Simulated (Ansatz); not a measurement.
The parent structure is TiPt₃ in the Cu3Au type structure (space group Pm-3m, No. 221; a = 3.900 Å; relaxed with 0.1 eV smearing). Axes: x, y, z lie along the cube axes.

Calculations: PBEsol/PAW in Ansatz (a first-principles code), no SOC.

One thing is altered: the cell is compressed by 1.20 % along z with no lateral relaxation, atoms relaxed at fixed cell.

Problem. Predict the stress tensor and what it implies for the stiffness.

Solution. Stress of the strained cell less that of the base (GPa, compression positive):
```
    2.6     0.0     0.0
    0.0     2.6     0.0
    0.0     0.0     4.8
```

Then −Δσ_ii/ε with ε = -0.0120 gives relaxed-ion elastic constants: C33 ≈ 401 GPa, C13 ≈ 215 GPa and C23 ≈ 215 GPa.

Stability against distortions was not tested. All final runs are without spin polarisation.
